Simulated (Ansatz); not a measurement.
Consider the following.

```yaml
crystal:
  lattice:
    - [0.00000, 3.26762, 3.26762]
    - [3.26762, 0.00000, 3.26762]
    - [3.26762, 3.26762, 0.00000]
  atoms:
    - { symbol: Te, position: [0.00000, 0.00000, 0.00000] }
    - { symbol: Pb, position: [0.50000, 0.50000, 0.50000] }
```

No spin polarisation.

Method: DFT with r2SCAN, PAW potentials and a 500 eV plane-wave cutoff in Ansatz (a first-principles code), no SOC, earlier PAW set. Settings: 9×9×9 k-points, 0.05 eV Fermi–Dirac smearing.

Q: Predict the band gap, electron mass, gap character and hole mass.

A: 
* **Band gap**: 1.10 eV
* **Electron mass**: 0.34 mₑ along k, 0.12 mₑ across (at L)
* **Gap character**: direct at L
* **Hole mass**: 0.57 mₑ along k, 0.088 mₑ across (at L)

With Pb and Te present, leaving out spin-orbit coupling can change the band edges. Effective masses come from finite differences of ±0.01 Å⁻¹. Along k means along the line from Γ to the band edge. Whether these cells are dynamically stable was not tested. The cell was made from PbSe by this change: Se → Te.
